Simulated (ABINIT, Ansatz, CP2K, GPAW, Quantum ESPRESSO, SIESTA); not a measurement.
One structure in several programs: HgTe (P3_221, 6 atoms in the cell)

Self-consistent single point, at a second geometry (lattice scaled by 0.98). First geometry:

```
HgTe
1.0
    4.58273     0.00000     0.00000
   -2.29136     3.96876     0.00000
    0.00000     0.00000    10.22898
Hg Te
3 3
Cartesian
  1.57719   2.73178   0.00000
  1.42834   0.00000   6.81932
 -0.71417   1.23698   3.40966
  1.17712   2.03883   5.11449
  2.22849   0.00000   1.70483
 -1.11424   1.92993   8.52415
```

Shared settings, as Ansatz (a program for electronic structure) writes them: kpoints.mp_grid.grid = 5 5 2; scf.occupations.method = fermi_dirac; scf.occupations.width = 0.01 eV. Potentials and cutoffs stand in the table.

| code | model | ΔF from the first geometry (meV/atom) | pressure (GPa) | largest force (eV/Å) | gap on the mesh (eV) | cutoff |
|---|---|---|---|---|---|---|
| GPAW | PBEsol, GPAW PAW datasets PBEsol (made by gpaw-setup) | 26.5 | 4.18 | 0.863 | 0.866 | 550 eV |
| ABINIT | PBEsol, norm-conserving pseudopotentials (PseudoDojo nc-sr-04 PBEsol standard) | 25.4 | 4.08 | 0.852 | 0.850 | 41 Ha |
| SIESTA | GGA PBEsol, numerical atomic orbitals DZP, PseudoDojo PBEsol standard norm-conserving potentials (rewritten from UPF to PSML) | 20.3 | 3.70 | 1.430 | 0.983 | grid 300 Ry |
| CP2K | PBEsol, GPW, TZVP-MOLOPT-SR-GTH basis, GTH-PBE potentials (GTH_POTENTIALS) | 47.6 | 6.27 | 1.293 | 0.769 | grid 500 Ry |
| Quantum ESPRESSO | PBEsol, GBRV 1.5 ultrasoft (PBESOL) pseudopotentials | 31.3 | 4.71 | 1.005 | 0.822 | 40 Ry |
| Ansatz | PBEsol, default PAW files made with PBE | 26.2 | 4.14 | 0.857 | 0.855 | 420 eV |

Size of the force on each atom (eV/Å): Sizes of forces hide their directions.

| code | Hg1 | Hg2 | Hg3 | Te4 | Te5 | Te6 |
|---|---|---|---|---|---|---|
| GPAW | 0.151 | 0.151 | 0.151 | 0.863 | 0.863 | 0.863 |
| ABINIT | 0.134 | 0.134 | 0.134 | 0.852 | 0.852 | 0.852 |
| SIESTA | 0.273 | 0.273 | 0.273 | 1.430 | 1.430 | 1.430 |
| CP2K | 0.194 | 0.194 | 0.194 | 1.293 | 1.293 | 1.293 |
| Quantum ESPRESSO | 0.136 | 0.136 | 0.136 | 1.005 | 1.005 | 1.005 |
| Ansatz | 0.131 | 0.131 | 0.131 | 0.857 | 0.857 | 0.857 |

Gaps are read on the mesh.

On Ansatz's run: spin-orbit coupling is off.

The spread over the programs that give each value: ΔF from the first geometry within 27.3 meV/atom; pressure within 2.57 GPa; largest force within 0.578 eV/Å; gap on the mesh within 0.214 eV.

SIESTA and CP2K use small atom-centred bases, whose incompleteness enters pressures, forces and empty levels differently from a plane-wave cutoff. Ansatz's pressure is given at a fixed set of plane waves, as the other plane-wave codes print theirs; with its correction for the finite basis it is 4.17 GPa. In the pressure, CP2K (by 2.11) lies more than 1 GPa from the median of the plane-wave programs. In the gap, SIESTA (by 0.131) lies more than 0.12 eV from the median of the plane-wave programs. In the force vectors, SIESTA (by 0.570), CP2K (by 0.433) and Quantum ESPRESSO (by 0.145) lie more than 0.08 eV/Å from the median of the plane-wave programs.

The starting cell comes from a database of computed structures (which also holds hypothetical and non-ambient phases and stackings), without a prior relaxation at this level. Its lattice was rescaled by a random factor within 2.5 % of one. For this run, on top of that: lattice scaled by 0.98.

Left out of this page: Elk (stopped by limits of time or memory).

Keys are those of Ansatz 0.2.
